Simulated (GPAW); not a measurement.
Worked example: self-consistent single point of InSb (F-43m, 2 atoms in the cell) in GPAW.

Computed with LDA (Perdew-Wang 92), GPAW PAW datasets LDA (gpaw-data 1.0.1) (plane waves; GPAW).

```
CELL_PARAMETERS angstrom
      0.00000     3.34679     3.34679
      3.34679     0.00000     3.34679
      3.34679     3.34679     0.00000
ATOMIC_POSITIONS crystal
  In 0.00000 0.00000 0.00000
  Sb 0.25000 0.25000 0.25000
```

Reference input (self-consistent single point, DFT PBE, plane waves, GPAW PAW datasets PBE (gpaw-data 1.0.1)): mode = pw; ecut = 600 eV; xc = PBE; kpts = 9 9 9; mesh shift (steps) = 0 0 0; occupations.name = fermi-dirac; occupations.width = 0.1 eV; nbands = -6; convergence.density = 1e-05 e/electron; convergence.energy = 1e-05 eV/electron; symmetry.symmorphic = false; symmetry.tolerance = 0.0005. This run's input differs from it in these lines:

```diff
@@ -13,3 +13,3 @@
 calc = GPAW(mode=PW(600),
-            xc='PBE',
+            xc='LDA',
             kpts=(9, 9, 9),
```

Its files differ too (potentials: GPAW PAW datasets LDA (gpaw-data 1.0.1)).

The program printed (abridged):

```
     iter     time        total  log10-change:
                         energy   eigst   dens
iter:   1 --:--:--    -8.718372
iter:   2 --:--:--    -8.736743   -0.61  -1.47
iter:   3 --:--:--    -8.656703   -1.51  -1.49
iter:   4 --:--:--    -8.668702   -2.56  -1.89
iter:   5 --:--:--    -8.644851   -2.56  -2.02
iter:   6 --:--:--    -8.643462   -4.01  -2.84
iter:   7 --:--:--    -8.643987   -4.73  -2.91
iter:   8 --:--:--    -8.642976   -4.14  -2.79
iter:   9 --:--:--    -8.642972   -5.34  -3.73
iter:  10 --:--:--    -8.643010c  -5.76  -3.74
iter:  11 --:--:--    -8.642960c  -6.14  -3.62
iter:  12 --:--:--    -8.642939c  -5.71  -3.76
iter:  13 --:--:--    -8.642939c  -6.45  -4.25
iter:  14 --:--:--    -8.642938c  -7.66c -4.37
iter:  15 --:--:--    -8.642937c  -7.42c -4.43
iter:  16 --:--:--    -8.642938c  -8.16c -4.65
iter:  17 --:--:--    -8.642937c  -8.58c -4.72
iter:  18 --:--:--    -8.642937c  -8.04c -4.80
iter:  19 --:--:--    -8.642938c  -8.41c -4.92
iter:  20 --:--:--    -8.642938c  -9.70c -5.02c
Converged after 20 iterations.

Dipole moment: (-4.062197, -4.062197, -4.062197) |e|*Ang

Energy contributions relative to reference atoms: (reference = -335966.726728)

Kinetic:         +3.994475
Potential:       -5.040577
External:        +0.000000
XC:              -7.936791
Entropy (-ST):   -0.004587
Local:           +0.342248
SIC:             +0.000000
--------------------------
Free energy:     -8.645231
Extrapolated:    -8.642938

Showing only first 2 kpts
 Kpt  Band  Eigenvalues  Occupancy
  0    12      3.47040    1.48967
  0    13      3.47040    1.48967
  0    14      3.47040    1.48967
  0    15      6.39430    0.00000

  1    12      3.08053    1.98621
  1    13      3.08053    1.98621
  1    14      4.47943    0.00024
  1    15      5.97357    0.00000

Fermi level: 3.57752

No gap
No difference between direct/indirect transitions
Energy (eV): -8.642938

Forces in eV/Ang:
  0 In   -0.00000    0.00000    0.00000
  1 Sb   -0.00000    0.00000    0.00000

Stress tensor:
     0.026301     0.000000     0.000000
     0.000000     0.026301    -0.000000
     0.000000    -0.000000     0.026301
Stress (GPa, Voigt): [ 4.214  4.214  4.214 -0.     0.     0.   ]
```

The run converged in 20 iterations. GPAW prints stress with tension positive. Against the reference run the pressure goes from -1.19 to -4.21 GPa.

The starting cell comes from a database of computed structures (which also holds hypothetical and non-ambient phases and stackings), without a prior relaxation at this level. Its lattice was rescaled by a random factor within 2.5 % of one. With a pressure of about -4 GPa the cell is away from its equilibrium volume at this level. The run gives no clean gap (levels at the Fermi energy touch, overlap or are partly filled at this smearing), which alone does not show that the compound is a metal.

Cost on one core of a shared machine: roughly 30 s.
